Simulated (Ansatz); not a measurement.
System: ZnGaNO (model structure, started from the AlSiCN type, P3m1, No. 156, 4 atoms in the cell). Method: HSE06+SOC (plane waves, PAW; Ansatz, a program for electronic structure).

Settings: plane-wave cutoff 460 eV, 9×9×6 k mesh (along the axes of the cell as run), Fermi–Dirac smearing 0.01 eV, PAW data made under PBE.

Cell (relaxed with PBEsol):

```
CELL_PARAMETERS angstrom
      3.19556     0.00000     0.00000
     -1.59778     2.76744     0.00000
      0.00000     0.00000     5.22005
ATOMIC_POSITIONS crystal
  Ga 0.33333 0.66667 0.50740
  Zn 0.66667 0.33333 0.99111
  O  0.33333 0.66667 0.13843
  N  0.66667 0.33333 0.61306
```

Q: What does this level give for the band gap?

A: 
band gap: 2.67 eV (on the SCF k mesh)

Note: the relaxation could raise the start's symmetry but not lower it, so the cell can be a saddle point; cell and atoms aren't relaxed at this level (largest force component 0.18 eV/Å, pressure 1.1 GPa).

The computed numbers hold no vibrational or temperature effects.

The result took around 60 core-minutes (rough).

A model structure was made by putting elements into a prototype or built by hand; it is no filed structure, need not be a known phase, and can be a saddle point held by its symmetry.
